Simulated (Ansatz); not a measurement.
Total g(r) from a molecular-dynamics run [in the run: mean pressure -1.1 GPa against a target of 0; 2×2×2 k-points, which a denser mesh shifts by 0.0 GPa in pressure and 0.02 eV/Å in forces]. Level of theory: PBE (plane waves, PAW; Ansatz, an electronic-structure program).

(r (Å), g(r)): (1.02, 0.00); (1.14, 0.00); (1.26, 0.00); (1.38, 0.00); (1.50, 0.00); (1.62, 0.00); (1.74, 0.00); (1.86, 0.00); (1.98, 0.00); (2.10, 0.05); (2.22, 0.39); (2.34, 1.28); (2.46, 2.23); (2.58, 2.36); (2.70, 2.12); (2.82, 1.68); (2.94, 1.31); (3.06, 1.03); (3.18, 0.93); (3.30, 0.79); (3.42, 0.77); (3.54, 0.73); (3.66, 0.72); (3.78, 0.73); (3.90, 0.75); (4.02, 0.81); (4.14, 0.90)

Problem. Which system gave this curve?
A) GaAs (zinc blende), crystal, 321 K, 10.2 GPa
B) GaSi15, liquid, 2400 K
C) Ag (fcc), crystal, 1072 K
D) Si2W, liquid, 2191 K (supercooled)

Solution. D, Si2W, liquid, 2191 K (supercooled)
